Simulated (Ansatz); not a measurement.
For zinc-blende TlCl (model structure), LDA (PAW; Ansatz, a quantum-chemistry and plane-wave program) gives:

- equilibrium lattice constant a: 6.871 Å
- enthalpy of formation: -0.867 eV/atom

**Question.** What does HSE06 (Ansatz, plane waves, PAW) give for the same quantities?

**Answer.** 
- lattice constant a: 7.196 Å (increases by 4.7 %)
- formation enthalpy: -1.001 eV/atom (moves by -0.134 eV/atom)

Changes are worked out from the printed values.

Unless a cell is named, each level is at its own relaxed cell (LDA 40.55, HSE06 46.59 Å³/atom).

Levels without +SOC leave out spin–orbit coupling, which shifts energies and cells of such heavy elements.

Caveats: hybrids on metals are sensitive to the k mesh and can open a false gap (HSE06). Ansatz's density-functional and Hartree–Fock values are scalar-relativistic unless marked +SOC, with PAW data made under PBE.

A model structure was made by putting elements into a prototype or built by hand; it is no filed structure, need not be a known phase, and can be a saddle point held by its symmetry.
